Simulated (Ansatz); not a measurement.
Given:

```xyz
4
Lattice="4.2318 0.0000 0.0000 -2.1159 3.6649 0.0000 0.0000 0.0000 6.9144" Properties=species:S:1:pos:R:3 pbc="T T T"
Cd     0.0000     2.4433    -0.0012
Cd     2.1159     1.2216     3.4560
Se     0.0000     2.4433     2.5941
Se     2.1159     1.2216     6.0513
```

Computed with r2SCAN with spin-orbit coupling, rigid bands (plane waves, PAW; Ansatz, a first-principles code). Condition of this run: hydrostatic pressure of 2.8 GPa (compression positive) (the target of the relaxation). Cell: cell and atoms relaxed with PBEsol, then loaded as said.

What conductivity effective mass do dilute electrons have at 300 K?

0.119 (x), 0.119 (y), 0.109 (z) mₑ.

Predict the hole conductivity mass (n e² τ/σ) at 300 K, by direction if it differs.

0.79 (x), 0.79 (y), 1.13 (z) mₑ.

And the band gap?

1.16 eV at this level; semilocal functionals usually fall short of the measured gap.

Rigid bands, one relaxation time for all states, no polarons. Geometry: cell and atoms relaxed with PBEsol.
